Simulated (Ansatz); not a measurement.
TiH₂ (space group P4/nmm, No. 129; a cell from a computed database, its experimental status unchecked)

```
CELL_PARAMETERS angstrom
      2.89089     0.00000     0.00000
      0.00000     2.89089     0.00000
      0.00000     0.00000     4.81165
ATOMIC_POSITIONS crystal
  Ti 0.50000 0.00000 0.26374
  Ti 0.00000 0.50000 0.73626
  H  0.50000 0.50000 0.00000
  H  0.00000 0.00000 0.00000
  H  0.00000 0.50000 0.34414
  H  0.50000 0.00000 0.65586
```

Level of theory: DFT with PBEsol, PAW potentials and a 420 eV plane-wave cutoff in Ansatz (an electronic-structure program), no spin-orbit coupling. k-mesh 16×16×10 (Γ-centred); smearing 0.05 eV (Fermi–Dirac).

```yaml
volume_per_atom: 6.70 Å³
density: 4.12 g/cm³
band_gap: zero
total_energy: -835.557 eV/atom (σ→0; compares only within this code and set-up)
```

Stability against distortions was not tested. The final runs are not spin-polarised.
